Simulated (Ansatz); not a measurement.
Base system: LuP in the zinc blende structure (space group F-43m, No. 216; a = 6.161 Å; a hypothetical phase, not in the database extracts checked). Axes: x, y, z lie along the cube axes.

Computed with PBE (Ansatz, an electronic-structure program; PAW; 420 eV plane waves; no spin-orbit coupling).

Base values:

| Property | Result |
|---|---|
| Band gap | 1.69 eV |
| Electron mass | 2.0 mₑ along k, 2.4 mₑ across (at X) |
| Shortest interatomic distance | 5.041 bohr |

Modification: uniaxial stress, 5 GPa tension along x, with the cell and atoms free to relax against it.

Task: What does the calculation give for the band gap, strain response, electron mass, shortest interatomic distance and energy relative to the base after the change?

Result: The band gap drops by 0.68 eV to 1.01 eV; the strain response (xx, yy, zz) is (+12.36, −5.13, −5.13) %; the electron mass becomes 1.5 mₑ along k, 0.62 mₑ across (at X) (base: 2.0 mₑ along k, 2.4 mₑ across (at X)); the shortest interatomic distance increases by 0.052 bohr (5.041 bohr → 5.093 bohr); the energy rises by 41 meV/atom.

Effective masses come from finite differences of ±0.01 Å⁻¹. Along k means along the line from Γ to the band edge. Beyond what the load breaks, stability against distortions was not tested.
